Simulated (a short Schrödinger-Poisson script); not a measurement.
Stack: MOS inversion layer, SiO2 on p-type Si(100), at 400 K.

From the gate side: 1.4 nm SiO2; 410 nm Si, acceptors 1.1e18 cm⁻³.

The device is made up for the run: typed textbook-type constants, with dimensions and the other settings drawn at random. SiO2: permittivity 3.9, conduction-band edge (eV) 3.15, gap (eV) 9, electron mass (mₑ) 0.5. Si: permittivity 11.7, conduction-band edge (eV) 0, gap (eV) 1.124, Nv at 300 K (cm⁻³) 3.1e19.

Channel valleys (confinement mass, in-plane density-of-states mass, number): Δ2 0.916, 0.19, 2; Δ4 0.19, 0.417, 4. At the gate the conduction-band edge of layer 1 lies 3.25 eV − eVg above the Fermi level of the channel; the field vanishes at the back. Gaps are held at their typed values at every temperature. Mesh 0.03 nm at interfaces.

Solved with a short Schrödinger-Poisson script written for these runs: 1D Poisson equation in equilibrium, electrons quantum, Hartree (BenDaniel-Duke, 12 states a valley, the channel's in-plane mass for all, wave functions ending at the dielectric), parabolic valleys, classical holes, full ionisation, no traps, pinning or gate leakage.

| Vg (V) | electrons (cm⁻²) | C (μF/cm²) | Δ2 E0 (meV from the Fermi level) | Δ4 E0 (meV from the Fermi level) |
|---|---|---|---|---|
| 0.15 | 2.78e9 | 0.307 | 278.7 | 352.3 |
| 0.2 | 9.10e9 | 0.320 | 237.2 | 312.3 |
| 0.25 | 2.92e10 | 0.375 | 196.4 | 273.0 |
| 0.3 | 8.70e10 | 0.522 | 158.1 | 236.2 |
| 0.35 | 2.22e11 | 0.780 | 124.9 | 204.8 |
| 0.4 | 4.61e11 | 1.06 | 98.7 | 180.5 |
| 0.45 | 7.93e11 | 1.28 | 78.8 | 162.7 |
| 0.5 | 1.19e12 | 1.43 | 63.3 | 149.5 |
| 0.55 | 1.64e12 | 1.54 | 50.9 | 139.4 |
| 0.6 | 2.12e12 | 1.61 | 40.5 | 131.4 |
| 0.65 | 2.62e12 | 1.67 | 31.6 | 124.8 |
| 0.7 | 3.14e12 | 1.71 | 23.8 | 119.2 |
| 0.75 | 3.67e12 | 1.75 | 16.7 | 114.4 |
| 0.8 | 4.22e12 | 1.78 | 10.3 | 110.2 |
| 0.85 | 4.77e12 | 1.80 | 4.4 | 106.5 |
| 0.9 | 5.33e12 | 1.82 | -1.2 | 103.1 |
| 0.95 | 5.90e12 | 1.84 | -6.4 | 100.1 |
| 1 | 6.48e12 | 1.86 | -11.4 | 97.3 |
| 1.05 | 7.06e12 | 1.87 | -16.1 | 94.7 |

Gate voltages with under 1e9 electrons/cm² are left out.

Problem. At Vg = 1.05 V the lowest Δ2 subband lies at -16.1 meV from the Fermi level. How many electrons does it hold, and what share of all?

Solution. The two-dimensional density of states is g m/(πħ²) = 1.59e11 cm⁻² meV⁻¹ (both spins), kT = 34.5 meV, so n = D kT ln(1 + exp(−E/kT)) = 5.22e12 cm⁻², 0.74 of the 7.06e12 cm⁻² in all.

Problem. Compare the slope of the sheet density between 0.95 and 1.05 V with the geometric capacitance of the layers between gate and channel.

Solution. q Δn/ΔV = 1.86 μF/cm²; ε0/Σ(t/ε) = 2.47 μF/cm². The ratio is 0.75: the channel acts as a further capacitance in series.
